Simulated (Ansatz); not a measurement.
As₂O₅, treated with r²SCAN in Ansatz (PAW).

Settings: plane-wave cutoff 600 eV, 10×6×6 k mesh (along the axes of the cell as run), Fermi–Dirac smearing 0.03 eV, scalar-relativistic PAW data made under PBE.

Starting structure:

```
CELL_PARAMETERS angstrom
      4.62600     0.00000     0.00000
      0.00000     8.44900     0.00000
      0.00000     0.00000     8.64600
ATOMIC_POSITIONS crystal
  As 0.62200 0.34760 0.59840
  As 0.12200 0.15240 0.40160
  As 0.87800 0.65240 0.09840
  As 0.37800 0.84760 0.90160
  As 0.61620 0.96730 0.21620
  As 0.11620 0.53270 0.78380
  As 0.88380 0.03270 0.71620
  As 0.38380 0.46730 0.28380
  O  0.90530 0.31510 0.46000
  O  0.40530 0.18490 0.54000
  O  0.59470 0.68490 0.96000
  O  0.09470 0.81510 0.04000
  O  0.13850 0.60740 0.25350
  O  0.63850 0.89260 0.74650
  O  0.36150 0.39260 0.75350
  O  0.86150 0.10740 0.24650
  O  0.66700 0.48320 0.16820
  O  0.16700 0.01680 0.83180
  O  0.83300 0.51680 0.66820
  O  0.33300 0.98320 0.33180
  O  0.28870 0.27630 0.25130
  O  0.78870 0.22370 0.74870
  O  0.21130 0.72370 0.75130
  O  0.71130 0.77630 0.24870
  O  0.44760 0.49450 0.47460
  O  0.94760 0.00550 0.52540
  O  0.05240 0.50550 0.97460
  O  0.55240 0.99450 0.02540
```

Into what structure does the relaxation of cell and atoms lead at this level, with the symmetry of the start kept?

The volume goes up by 1.4 %; final space group P2_12_12_1.
```
CELL_PARAMETERS angstrom
      4.64178     0.00000     0.00000
      0.00000     8.49724     0.00000
      0.00000     0.00000     8.68734
ATOMIC_POSITIONS crystal
  As 0.62223 0.34725 0.59801
  As 0.12223 0.15275 0.40199
  As 0.87777 0.65275 0.09801
  As 0.37777 0.84725 0.90199
  As 0.61608 0.96724 0.21602
  As 0.11608 0.53276 0.78398
  As 0.88392 0.03276 0.71602
  As 0.38392 0.46724 0.28398
  O  0.90161 0.31554 0.45815
  O  0.40161 0.18446 0.54185
  O  0.59839 0.68446 0.95815
  O  0.09839 0.81554 0.04185
  O  0.13712 0.60787 0.25456
  O  0.63712 0.89213 0.74544
  O  0.36288 0.39213 0.75456
  O  0.86288 0.10787 0.24544
  O  0.67368 0.48023 0.16852
  O  0.17368 0.01977 0.83148
  O  0.82632 0.51977 0.66852
  O  0.32632 0.98023 0.33148
  O  0.28995 0.27641 0.25270
  O  0.78995 0.22359 0.74730
  O  0.21005 0.72359 0.75270
  O  0.71005 0.77641 0.24730
  O  0.45042 0.49493 0.47485
  O  0.95042 0.00507 0.52515
  O  0.04958 0.50507 0.97485
  O  0.54958 0.99493 0.02515
```

Note: the relaxation could not lower the start's symmetry, so the cell can be a saddle point above a distorted one.

Ansatz is a program for electronic structure.
